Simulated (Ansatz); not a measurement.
Si (Fd-3m), r2SCAN with spin-orbit coupling, rigid bands (Ansatz, an electronic-structure program): N_v = 2.00e19 cm⁻³ at 300 K and a hole conductivity mass of 0.349 mₑ.

### Question
For 1e17 holes per cm³ at 300 K, place the Fermi level, estimate the Seebeck coefficient of a parabolic band with constant τ, and give mobility and conductivity for τ = 20 fs.

### Answer
The level lies k_BT ln(N_v/p) = 0.137 eV above the valence-band maximum. S ≈ +(k_B/e)[ln(N_v/p) + 5/2] = 672 μV/K, against 704 μV/K from the full bands (mean over directions). μ = eτ/m = 101 cm²/(V·s) and σ = peμ = 1.61 S/cm. τ is assumed, not computed.

Band transport and this doping are assumed; polarons and phonon drag are left out. Geometry: cell and atoms relaxed with PBEsol.
